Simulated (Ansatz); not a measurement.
Start from BeS in the rock salt structure (space group Fm-3m, No. 225; a = 4.590 Å; a hypothetical phase, not in the database extracts checked). Axes: x, y, z lie along the cube axes.

Perturbation: a pure shear with ε_xy = ε_yx = -0.0097; the atoms relax in the strained cell.

Levels (all Ansatz, a first-principles code, PAW): PBEsol (420 eV, without spin-orbit coupling); r2SCAN (500 eV, no spin-orbit coupling).

The geometry is relaxed with PBEsol.

```
Item                          Result
--------------------------  --------
PBEsol smallest direct gap   4.08 eV
PBEsol band gap              0.82 eV
PBEsol pressure             0.02 GPa
```

With r2SCAN at the same geometry, the smallest direct gap increases by 0.45 eV to 4.53 eV; the band gap grows by 0.392 eV to 1.22 eV; the pressure rises by 3.37 GPa, from 0.02 GPa to 3.39 GPa.

Single points use the geometry relaxed with PBEsol. Their cutoffs differ, which shifts pressures a little. Whether these cells are dynamically stable was not tested.
